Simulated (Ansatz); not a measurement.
We look at the energy of cell A over MgO (rock salt). Reaction: 8 MgO (rock salt) → cell A. The sign is products less reactants. The value is per atom of the right-hand side.

Cell A: a cell of composition Mg8O8, 2.98 g/cm³, volume and shape relaxed; spin state with PBE: run without spin, k-point mesh 8×8×8.
```
CELL_PARAMETERS angstrom
      5.81938     0.00000     0.00000
      2.90969     6.01198     0.68748
      2.90969     2.65216     5.43899
ATOMIC_POSITIONS crystal
  O  0.16142 0.83858 0.83858
  Mg 0.96325 0.03675 0.03675
  Mg 0.94121 0.05879 0.55649
  O  0.74141 0.25859 0.75900
  Mg 0.94121 0.55649 0.05879
  O  0.74141 0.75900 0.25859
  Mg 0.94102 0.55898 0.55898
  O  0.73769 0.76231 0.76231
  Mg 0.44102 0.05898 0.05898
  O  0.23769 0.26231 0.26231
  Mg 0.44351 0.05879 0.55649
  O  0.24100 0.25859 0.75900
  Mg 0.44351 0.55649 0.05879
  O  0.24100 0.75900 0.25859
  Mg 0.48380 0.51620 0.51620
  O  0.29982 0.70018 0.70018
```

Reference: MgO (rock salt, Fm-3m), 2 atoms in the cell, k-point mesh 14×14×14 on the run's own vectors. Conventional cell: a = 4.2544 Å, b = 4.2544 Å, c = 4.2544 Å, α = 90.00°, β = 90.00°, γ = 90.00°.

Plane-wave PAW calculations with Ansatz (a program for electronic structure), its PAW set soft_1, cutoff 420 eV, 500 eV for r2SCAN. The structures are at rest with PBE; other levels are single points on them. HSE06 runs on coarser k-point meshes, mended by the PBE difference between the two meshes. Neutral cells; Fermi-Dirac smearing of at most 0.05 eV in the solids, energies taken to zero width. The lattices are those relaxed with PBE, so at other levels the solids can be strained, which adds to the spread. A dispersion term (D3(BJ), or D4 for r2SCAN) was computed beside these levels and is taken off wherever the name lacks it. Space groups of crystals are read within 0.01 Å. Nuclei at rest; no vibrational terms. The structures are the rest points that the relaxations reached, not proven lowest. No correction for cell size. Cell A has symmetry I4mm within 0.02 Å and got no random move, so less symmetric positions, which may lie lower, weren't tried.

### Question
What value does PBE give?

### Answer
603 meV/atom, for 8 MgO (rock salt) → cell A.

### Question
How does the value move with the functional?

### Answer
| Functional | value (meV/atom) | less PBE |
|---|---|---|
| r2SCAN | 668 | 65 |
| HSE06 | 647 | 44 |

The levels shown span 65 meV/atom, from PBE (603) to r2SCAN (668).
